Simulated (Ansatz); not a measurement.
Point-defect migration in rock-salt CaO

Some mobile defects of rock-salt CaO. Method: PBE, PAW (plane waves to 420 eV; Ansatz, an electronic-structure program).

Each figure is the lowest single hop between equivalent sites among the routes that converged and passed our checks, counted from the lowest site run. It need not be the barrier to long-range diffusion, and untried routes may lie lower. Climbing-image NEB, static nuclei, fixed cells, no finite-size correction; on the finer meshes named, energies are single points at the band's geometries. Saddle orders were checked for a part of the study's bands only and are not shown. Charge states are imposed.

| Defect | Route | Hop (Å) | Direction in the unit cell | Neighbours at the saddle | Cell | Barrier (eV) |
|---|---|---|---|---|---|---|
| interstitial Li, charge +1 | Li moves farthest | 2.42 | (0.00, 0.00, -0.50) | 2 Ca at 2.17; 2 O at 1.73 Å | 64 sites, 2×2×2 shifted | [?] |
| interstitial O, charge -2 | O moves farthest | 2.42 | (0.00, 0.00, -0.50) | 2 Ca at 2.02, Ca at 2.63; 2 O at 2.44 Å | 64 sites, 2×2×2 shifted | 1.24 |
| interstitial Ca, charge +2 | Ca moves farthest | 2.41 | (0.00, 0.00, -0.50) | Ca at 2.44, Ca at 2.45; 2 O at 2.05, O at 2.65, O at 2.67 Å | 64 sites, 2×2×2 shifted | 1.38 |
| interstitial H, charge -1 | H moves farthest | 2.41 | (0.00, 0.00, -0.50) | 2 Ca at 1.91; 2 O at 2.19 Å | 64 sites, 2×2×2 shifted | 1.22 |

Problem. Complete the blanks.

Solution. 
- interstitial Li, charge +1, Barrier (eV): 1.04
